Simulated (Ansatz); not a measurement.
The starting structures come from a database of crystals and need not be the phases stable at ambient conditions.

Crystal: TiZnO$_{3}$ (R-3, not sure to be the ambient phase, 10 atoms a cell, 10.7 Å³ an atom, -8 GPa at this level); planes in its conventional cell.

The numbers are results of PBEsol (plane waves, PAW; Ansatz, a program for electronic structure), not measurements.

The gap is the functional's own. No spin-orbit coupling. Mid-gap values are interpolated on the energy grid.

```csv
plane,area of the cell (Å²),mid-gap κ (1/Å),largest κ in the gap (1/Å)
(001),22.8,0.35,0.36
(101),25.2,[?],[?]
```

The slowest decay depends on the direction. Supply the withheld values.


- (101), mid-gap κ (1/Å): 0.39
- (101), largest κ in the gap (1/Å): 0.40
